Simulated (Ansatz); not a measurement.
Take SrSnSe3 in the cubic perovskite structure (space group Pm-3m, No. 221; a = 5.3228 Å; a hypothetical phase, not in the database extracts checked) as the base.

(Cell as relaxed with PBE.)

Levels (all Ansatz, a first-principles code, PAW): PBE (420 eV, without spin-orbit coupling); r2SCAN (500 eV, no SOC).

Each level relaxes its own structure.

| quantity | PBE | r2SCAN |
|---|---|---|
| volume per atom | 30.16 Å³ | (withheld) |
| lattice parameter a | 532.3 pm | (withheld) |
| band gap | zero | (withheld) |

Task: Predict the r2SCAN column.

Result: 
- volume per atom, r2SCAN: 29.28 Å³
- lattice parameter a, r2SCAN: 527.1 pm
- band gap, r2SCAN: zero

PBE's volume per atom lies 0.88 Å³ above r2SCAN's (3.0 %); PBE's lattice parameter a lies 5.2 pm above r2SCAN's (1.0 %); the two agree on the band gap. Neither level is exact; r2SCAN is the comparison here, not a measurement.

No phonon test of stability was made. All final runs are without spin polarisation. Many cubic perovskites are stable only at high temperature; tilts and polar distortions were not tested.
